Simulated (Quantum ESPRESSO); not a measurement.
# Sensitivity of a calculation on Cl (Cmce, 4 atoms in the cell) to its settings

```xyz
4
Lattice="2.2783 -3.1734 0.0000 2.2783 3.1734 0.0000 0.0000 0.0000 8.4012" Properties=species:S:1:pos:R:3 pbc="T T T"
Cl     3.9961     0.0000     7.5359
Cl     2.8388     0.0000     3.3353
Cl     1.7178     0.0000     5.0660
Cl     0.5605     0.0000     0.8653
```

Base run A: PBE, PseudoDojo standard norm-conserving (PBE) pseudopotentials (Quantum ESPRESSO), self-consistent single point.

Its settings: ecutwfc = 60 Ry; occupations = smearing; smearing = gaussian; degauss = 0.000734986 Ry; potentials = {Cl: Cl.upf}; K_POINTS = automatic 7 7 3 0 0 0; conv_thr = 1e-10 Ry; mixing_beta = 0.7.

The starting cell has typed, rounded lattice constants, without a prior relaxation at this level. Its lattice was rescaled by a random factor within 2.5 % of one.

ΔF is the free energy per atom less that of run A. A dash stands where there is no value to compare (another energy zero or no entropy term, no result, no spin, no clean gap, or a mesh too coarse for one). Absolute energies have different zeros for different potentials, functionals, Hubbard and dispersion terms and are not compared across them.

Runs:
- B: lattice scaled by 0.985; ecutwfc: 60 Ry → 36 Ry
- C: conv_thr: 1e-10 Ry → 0.00073 Ry
- D: ecutrho: default → 360 Ry
- E: 2 x 1 x 1 supercell, mesh divided and rounded up; K_POINTS: automatic 7 7 3 0 0 0 → automatic 4 7 3 0 0 0
- F: nbnd: default → 18
- G: input_dft: default → rvv10 [rVV10]
- H: K_POINTS: automatic 7 7 3 0 0 0 → automatic 5 5 3 1 1 1
- I: occupations: smearing → tetrahedra_opt; smearing: gaussian → default; degauss: 0.000734986 Ry → default
- J: mixing_beta: 0.7 → 0.1
- K: mixing_beta: 0.7 → 0.2; mixing_mode: default → local-TF

```tsv
run	ΔF (meV/atom)	pressure (GPa)	largest force (eV/Å)	gap on the mesh (eV)	k-points	valence electrons
A	0.00	-0.97	0.665	2.195	32	28
B	61.7	-1.55	0.182	2.352	32	28
C	0.02	-0.93	0.614	2.190	32	28
D	0.00	-0.97	0.665	2.195	32	28
E	0.00	-0.97	0.665	2.195	43	56
F	0.00	-0.97	0.665	2.195	32	28
G	–	-1.75	0.155	2.181	32	28
H	0.02	-0.97	0.665	2.262	18	28
I	0.00	-0.97	0.665	2.195	32	28
J	0.00	-0.97	0.665	2.195	32	28
K	0.00	-0.97	0.665	2.195	32	28
```

Run G against A: The pressure goes from -0.97 to -1.75 GPa, the largest force goes from 0.665 to 0.155 eV/Å and the gap on the mesh goes from 2.195 to 2.181 eV.

Run E against A: The free energy hardly moves (within 1 meV/atom), the pressure stays at -0.97 GPa, the largest force stays at 0.665 eV/Å and the gap on the mesh stays at 2.195 eV.
